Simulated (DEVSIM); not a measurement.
Device: Co/SiO2/p-Si capacitor, at 300 K.

```
layer (left to right)  material  thickness (nm)  Na (cm⁻³)
---------------------  --------  --------------  ---------
1                          SiO2            14.0          -
2                            Si           17000     1.2e15
```

Metal gate on the left, work function 5 eV. Fixed charge at the semiconductor interface 0 cm⁻² (in units of +e); no interface traps.

The device is made up for the run: typed textbook-type constants, with dimensions and the other settings drawn at random. Values at 300 K.

| parameter | SiO2 | Si |
|---|---|---|
| gap (eV) | 9 | 1.124 |
| affinity (eV) | 0.9 | 4.05 |
| permittivity | 3.9 | 11.7 |
| Nc (cm⁻³) | - | 2.86e19 |
| Nv (cm⁻³) | - | 3.1e19 |

DEVSIM, 1D Poisson equation in equilibrium, Boltzmann statistics, complete ionisation; no quantum confinement or tunnelling. Metal contacts follow the ideal Schottky-Mott rule: no Fermi-level pinning, no interface dipoles.

The interface trap density was swept, all else fixed.

| interface trap density (cm^-2 eV^-1) | threshold voltage (band bending 2φF) (V) | flat-band voltage (V) | minimum of the low-frequency capacitance (μF/cm²) |
|---|---|---|---|
| 0 | 0.75 | 0.09 | 0.0143 |
| 1e10 | 0.76 | 0.09 | … |
| 1e11 | 0.79 | 0.08 | 0.0275 |
| 3e11 | 0.85 | 0.07 | 0.0502 |
| 1e12 | 1.09 | 0.04 | 0.102 |
| 2e12 | 1.44 | -0.01 | 0.142 |

### Question
What belongs in the gaps?

### Answer

- 1e10, minimum of the low-frequency capacitance (μF/cm²): 0.0158
